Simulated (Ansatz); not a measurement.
Levels about the gap of amorphous Si₂₀B₁₀N₃₀Hf (61 atoms in a cell of 757 Å³, 2.78 g/cm³; zone centre alone, so wide bands show as single levels with stretches between that a denser mesh fills), at the geometry that PBE relaxed, where it gives 0.0 GPa on a denser mesh. Exact exchange is cut at the faces of this small cell, which leaves a finite-size error. The participation number counts the atoms over which a state spreads; weights are charges in smoothed Voronoi cells. The levels come from a single point, so bond lengths are those of that geometry. Method of the levels: HSE06, scalar-relativistic without spin-orbit coupling (Ansatz, an electronic-structure program). Sampling: the zone centre alone; Fermi-Dirac width 0.01 eV; collinear spin, started from moments on atoms (at the end a net moment of 0.0 μB, with unpaired spins of both signs, a broken-symmetry state; no other order was tried). The usual formal charges leave 24 electrons over, so the level spacing at the Fermi energy parts defect or band states and needn't be the band gap. With spare charge at the zone centre alone, a hybrid can open a spacing that a denser mesh would close.

It comes from a melt-quench run on a machine-learned potential (CHGNet), relaxed afterwards by DFT. N atoms were pushed apart under 1.9 Å during the dynamics, to hinder bonds among them. The hot cell started wider than the set density and was brought back towards it in steps. It is the lowest in DFT energy of 2 quenches. It is a model cell: composition and starting density were chosen by hand, and all elements were melted together. No dispersion term was used. Its density started from a set value of 2.70 and ended at 2.78 g/cm³. The simulated quench (nominally 760 K/ps over its main leg) is rapid and tends to freeze in more defects than a deposited or slowly cooled glass has. One small periodic cell is one sample of the glass; other quenches scatter about these values. Volume and shape were free in the relaxation. On a 2×2×2 Γ-centred mesh force components of up to 0.29 eV/Å stay, since the relaxation ran on the zone centre alone.

```tsv
E - E(highest filled), eV	filling	spin	participation number	largest on	weight Si	weight N	weight B	weight Hf
-0.69	filled	up	28.5	Si, 3 neighbours	0.41	0.49	0.10	0.00
-0.58	filled	up	27.2	N, 3 neighbours	0.39	0.47	0.11	0.03
-0.53	filled	dn	22.7	Si, 4 neighbours	0.39	0.46	0.12	0.03
-0.32	filled	up	25.6	Si, 3 neighbours	0.49	0.41	0.09	0.02
-0.18	filled	dn	23.0	Si, 2 neighbours	0.47	0.42	0.10	0.02
-0.03	filled	up	16.6	Si, 2 neighbours	0.47	0.42	0.10	0.01
0.00	filled	dn	14.2	Si, 3 neighbours	0.52	0.37	0.11	0.00
1.45	empty	up	9.0	Si, 3 neighbours	0.58	0.26	0.13	0.03
1.62	empty	dn	9.8	Si, 3 neighbours	0.44	0.28	0.20	0.08
2.03	empty	up	15.3	Si, 3 neighbours	0.41	0.27	0.22	0.10
2.07	empty	dn	8.4	Si, 3 neighbours	0.53	0.30	0.17	0.00
2.09	empty	up	18.1	Si, 3 neighbours	0.43	0.29	0.19	0.09
2.25	empty	dn	11.4	Si, 3 neighbours	0.40	0.29	0.16	0.14
3.02	empty	dn	20.8	B, 2 neighbours	0.35	0.32	0.32	0.01
```

Most localised among these is the empty level at +2.07 eV, on a Si atom, which has 3 neighbours (N 1.73 Å, N 1.76 Å, B 2.02 Å).
